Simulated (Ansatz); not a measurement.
Structures of equal composition on the (0001) surface of 4H silicon carbide (Si plane on top): (√3x√3)R30° Sb adatom at H3; (√3x√3)R30° Sb adatom at T4. The slabs share one bottom face, and each structure is named by its start. These are constructed structures in small cells; real faces may alloy, dewet or reconstruct in larger ones, and not all known structures of the face are among them. Slabs of about 10 Å with all that they carry, Fermi-Dirac smearing of 0.025 eV. Bottom of the slabs: H caps. Relaxed from the named starts with such symmetry as they have, on meshes of like density; energies extrapolated to zero smearing; no spin-orbit coupling, no U. Spin-polarised runs, if any, are marked in brackets, and their order is one that fits the cell; the others ran without spin. Where a second, spin-polarised start was run, the lower counts.

Host crystal: 4H silicon carbide, with a band gap (PBE, scalar-relativistic without spin-orbit coupling).

Level of theory: PBE (plane waves to 420 eV, PAW; Ansatz, a first-principles code).

Q: Order them by energy per 1x1 cell (lowest first) at the level PBE.

A: (√3x√3)R30° Sb adatom at T4 (0.000 eV, gap 1.89 eV on the mesh), (√3x√3)R30° Sb adatom at H3 (0.107 eV, gap 1.81 eV on the mesh)
